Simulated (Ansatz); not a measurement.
Consider CsPbBr₃ in the cubic perovskite structure (space group Pm-3m, No. 221; a = 5.770 Å). Axes: x, y, z lie along the cube axes.

All numbers come from plane-wave PAW DFT at the LDA level (Ansatz, an electronic-structure program, 420 eV), no SOC.

For the base:

```
Property     Value
--------  --------
Band gap   1.17 eV
Pressure  0.00 GPa
```

One thing is altered: uniaxial strain ε_zz = −1.80 %, all other strain components held at zero; the atoms relax in the strained cell.

What happens to the energy relative to the base, band gap and pressure?

The energy rises by 2.6 meV/atom; the band gap drops by 0.14 eV (1.17 eV → 1.03 eV); the pressure (mean of the normal stresses, compression positive) goes from zero to 0.50 GPa.

With Pb present, leaving out spin-orbit coupling can change the band edges. Stability against distortions was not tested. Many cubic perovskites are stable only at high temperature; tilts and polar distortions were not tested. This is not the structure that CsPbBr3 has at room temperature and ambient pressure.
